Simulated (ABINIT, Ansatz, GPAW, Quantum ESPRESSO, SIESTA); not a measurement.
**Code comparison for MoRu (P-6m2, 2 atoms in the cell)**

Self-consistent single point.

```xyz
2
Lattice="2.8038 0.0000 0.0000 -1.4019 2.4282 0.0000 0.0000 0.0000 4.5061" Properties=species:S:1:pos:R:3 pbc="T T T"
Mo     1.4019     0.8094     0.0000
Ru     0.0000     1.6188     2.2531
```

All programs got the same cell, k-point mesh and kind of occupations (in Ansatz's words: kpoints.mp_grid.grid = 13 13 7; scf.occupations.method = fermi_dirac; scf.occupations.width = 0.1 eV); potentials, basis and cutoffs are each program's usual ones.

```
code                                                                                                                                 model  pressure (GPa)  k-points       cutoff
----------------  ------------------------------------------------------------------------------------------------------------------------  --------------  --------  -----------
Quantum ESPRESSO                                                                            LDA (PZ), PSlibrary PAW (LDA) pseudopotentials          -23.40        84        60 Ry
SIESTA            LDA PW92, numerical atomic orbitals DZP, PseudoDojo LDA standard norm-conserving potentials (rewritten from UPF to PSML)          -22.74       592  grid 300 Ry
ABINIT                                                     LDA (PW92), norm-conserving pseudopotentials (PseudoDojo nc-sr-04 LDA standard)          -22.40        84        44 Ha
GPAW                                                                         LDA (Perdew-Wang 92), GPAW PAW datasets LDA (gpaw-data 1.0.1)          -23.75        84       550 eV
Ansatz                                                                                                 LDA (PW92), PAW files made with PBE          -22.83        84      default
```

The spread over the programs that give each value: pressure within 1.35 GPa.

The starting cell comes from a database of computed structures (which also holds hypothetical and non-ambient phases and stackings), without a prior relaxation at this level. Its lattice was rescaled by a random factor within 2.5 % of one. On Ansatz's run: Spin polarisation is off. In the base run, with a pressure of about -23 GPa the cell is away from its equilibrium volume at this level.

Question: Why do the programs differ, and what cannot be compared?

Answer: Differences of this kind can come from the potentials, where these differ, and from what each basis and cutoff leave unconverged. The zero of total energies and Fermi levels follows the potentials and each program's conventions, so they are not compared here. SIESTA uses small atom-centred bases, whose incompleteness enters pressures, forces and empty levels differently from a plane-wave cutoff. Ansatz's pressure is given at a fixed set of plane waves, as the other plane-wave codes print theirs; with its correction for the finite basis it is -22.71 GPa. The same LDA comes in different parametrisations, which differ slightly. The programs reduce the same mesh by symmetry to different extents, which changes the work and not the result.

Left out of this page: Elk and FLEUR (not drawn, or without a comparable value).

Ansatz is a program for electronic structure.

Keys are those of Ansatz 0.2.
